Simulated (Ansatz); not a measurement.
Where the default PAW files enter, the runs use the earlier of Ansatz's two default sets.

```yaml
crystal:
  lattice:
    - [3.08864, 0.00000, 0.00000]
    - [-1.54432, 2.67484, 0.00000]
    - [1.54432, -0.89161, 2.52186]
  atoms:
    - { symbol: Al, position: [0.00000, 0.00000, 0.00000] }
    - { symbol: N, position: [0.75000, 0.25000, 0.75000] }
```

Space group of this cell: F-43m, zinc blende. The cell is taken as given.

Level of theory: r2SCAN (plane waves, PAW; Ansatz, a program for electronic structure).

The current runs along the normal of the first two printed vectors; no spin-orbit coupling. Scaled by the factor s: both lengths across the current (ions clamped). Meshes 12×12×12 and 12×12 across the current in all rows.

```json
[
 {"s": "0.98", "mean pressure (GPa)": "9.6", "band gap (eV)": "?"},
 {"s": "1.00", "mean pressure (GPa)": "0.2", "band gap (eV)": "3.93"},
 {"s": "1.02", "mean pressure (GPa)": "-7.4", "band gap (eV)": "3.83"}
]
```

Question: Take the slope of the band gap against ln s from the two given rows, extrapolate to s = 0.98, and say what the run there gives.

Answer: Slope = (3.83 − 3.93) / ln 1.02 = -5.05 eV. The line gives 3.93 + (-5.05) × ln 0.98 = 4.03 eV. The run gives 3.92 eV, 0.11 eV under the line, 110 % of the predicted step.
